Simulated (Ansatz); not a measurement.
The structure below was relaxed with PBEsol (Ansatz, an electronic-structure program, PAW, no spin-orbit coupling), at pressure −1 GPa.

```
CELL_PARAMETERS angstrom
      2.86731     0.00000     0.00000
     -1.43366     2.48317     0.00000
      0.00000     0.00000     4.81320
ATOMIC_POSITIONS crystal
  Au 0.33333 0.66667 0.25000
  Au 0.66667 0.33333 0.75000
```

**Question.** Find the space group and the Wyckoff positions.

**Answer.** Space group P6₃/mmc (No. 194); a = 2.8673 Å, b = 2.8673 Å, c = 4.8132 Å, α = 90.00°, β = 90.00°, γ = 120.00°

| atom | site | symmetry | x | y | z |
|---|---|---|---|---|---|
| Au | 2c | -6m2 | 0.3333 | 0.6667 | 0.2500 |

Load acts through the strain it causes; cell and atoms are relaxed under it. Stability against distortions was not tested. The cell was made from Au in the hcp (Mg type) structure (space group P6_3/mmc, No. 194) by this change: pressure −1 GPa. This is not the structure that Au has at room temperature and ambient pressure.
